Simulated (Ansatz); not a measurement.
System: rock-salt NaH. Method: G0W0@PBE (plane waves, hard PAW, contour deformation; Ansatz, an electronic-structure program).

The cell has the measured lattice parameters. Conventional cell: a = 4.8720 Å, b = 4.8720 Å, c = 4.8720 Å, α = 90.00°, β = 90.00°, γ = 90.00°.

One run with a 12×12×12 mesh, response cutoff 100 eV and 121 empty bands, not extrapolated in mesh or basis; no spin–orbit coupling.

Highest filled and lowest empty level by k point (fractions of the reciprocal vectors of the cell (0.000 2.436 2.436) (2.436 0.000 2.436) (2.436 2.436 0.000) Å; eV from the valence maximum of each method):

```csv
k,PBE filled,PBE empty,QP filled,QP empty
0 0 0,-3.54,10.21,-3.49,12.39
0 0 0.0833,-3.42,9.83,…,…
0 0 0.167,-3.08,8.71,…,…
0 0.0833 -0.5,-0.82,3.90,…,…
0 0.333 -0.417,-0.17,5.17,…,…
0.0833 0.167 -0.417,-0.67,4.07,…,…
0.0833 0.333 -0.25,-0.58,5.47,…,…
0.0833 0.417 -0.333,-0.09,5.35,…,…
```

Q: Some entries are withheld; supply them.

A: 
- 0 0 0.0833, QP filled: -3.38
- 0 0 0.0833, QP empty: 12.03
- 0 0 0.167, QP filled: -3.08
- 0 0 0.167, QP empty: 10.93
- 0 0.0833 -0.5, QP filled: -0.87
- 0 0.0833 -0.5, QP empty: 5.97
- 0 0.333 -0.417, QP filled: -0.18
- 0 0.333 -0.417, QP empty: 7.25
- 0.0833 0.167 -0.417, QP filled: -0.71
- 0.0833 0.167 -0.417, QP empty: 6.15
- 0.0833 0.333 -0.25, QP filled: -0.60
- 0.0833 0.333 -0.25, QP empty: 7.60
- 0.0833 0.417 -0.333, QP filled: -0.09
- 0.0833 0.417 -0.333, QP empty: 7.43

Note: cell and atoms aren't relaxed at this level.
